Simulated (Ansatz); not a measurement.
# PtGe2 (model structure, started from the CrSi2 type, P6₂22, No. 180, 9 atoms in the cell): properties by level of theory

```
level (code)         lattice constant a (Å)  c axis length (Å)  enthalpy of formation (eV/atom)
-------------------  ----------------------  -----------------  -------------------------------
PBE (Ansatz)                              …                  …                            0.007
PBEsol (Ansatz)                           …              7.878                           -0.021
PBE-D3(BJ) (Ansatz)                   4.721                  …                           -0.023
```

**Question.** Fill in the missing entries.

**Answer.** 
- PBE (Ansatz, a first-principles code), lattice constant a (Å): 4.769
- PBE (Ansatz), c axis length (Å): 8.029
- PBEsol (Ansatz), lattice constant a (Å): 4.702
- PBE-D3(BJ) (Ansatz), c axis length (Å): 7.863

Ansatz's density-functional and Hartree–Fock values are scalar-relativistic unless marked +SOC, with PAW data made under PBE.

Static lattice: no zero-point or thermal effects.

A model structure was made by putting elements into a prototype or built by hand; it is no filed structure, need not be a known phase, and can be a saddle point held by its symmetry.
